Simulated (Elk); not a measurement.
**Parameter sweep on ScPd3 (Pm-3m, 4 atoms in the cell)**

```xyz
4
Lattice="3.9796 0.0000 0.0000 0.0000 3.9796 0.0000 0.0000 0.0000 3.9796" Properties=species:S:1:pos:R:3 pbc="T T T"
Sc     0.0000     0.0000     0.0000
Pd     1.9898     1.9898     0.0000
Pd     0.0000     1.9898     1.9898
Pd     1.9898     0.0000     1.9898
```

Base run A: PBEsol, all-electron FP-LAPW, Elk's shipped species files, default APW+lo basis (Elk), self-consistent single point.

Its settings: xctype = 22; rgkmax = 7; stype = 1; swidth = 0.00999582 Ha; ngridk = 7 7 7; rmtscf = 0.96.

The starting cell comes from a database of computed structures (which also holds hypothetical and non-ambient phases and stackings), without a prior relaxation at this level. Spin polarisation is off. Values depend on the basis (sphere radii, cutoffs, local orbitals), which need not be converged.

ΔE is the total energy (no entropy term) per atom less that of run A. Total energies depend on the potentials, the functional and any Hubbard or dispersion term, so they are compared only between runs that share all of them.

```tsv
run	change	ΔE (meV/atom)	basis size
A	base	0.00	241
B	nxoapwlo: default → 1	282.2	241
C	nxlo: default → 1	-5.3	269
D	nxlo: default → 2	-7.3	305
E	nxlo: default → 2; lorbcnd: default → true	-8.3	501
F	nxlo: default → 3; lorbcnd: default → true	-8.5	545
G	lorbcnd: default → true	-3.5	437
```

Run E against A: The total energy drops by 8.3 meV/atom.

Run F against A: The total energy drops by 8.5 meV/atom.

Run C against A: The total energy drops by 5.3 meV/atom.
